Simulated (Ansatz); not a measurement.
Consider MoSi$_{2}$ (space group I4/mmm, No. 139).

```
CELL_PARAMETERS angstrom
     -1.58707     1.58707     3.88869
      1.58707    -1.58707     3.88869
      1.58707     1.58707    -3.88869
ATOMIC_POSITIONS crystal
  Si 0.66476 0.66476 0.00000
  Si 0.33524 0.33524 0.00000
  Mo 0.00000 0.00000 0.00000
```

The values are results of Ansatz (an electronic-structure program) LDA, no spin-orbit coupling, not measurements.

For the base:

```
Quantity            Value
---------------  --------
c/a ratio           2.450
Volume per atom  13.06 Å³
```

Modification: a hydrostatic pressure of 4.5 GPa.

Q: What happens to the c/a ratio and volume per atom?

A: The c/a ratio grows by 0.003, from 2.450 to 2.453; the volume per atom decreases by 0.25 Å³ (13.06 Å³ → 12.81 Å³).

Load acts through the strain it causes; cell and atoms are relaxed under it. No phonon test of stability was made. The final runs are not spin-polarised.
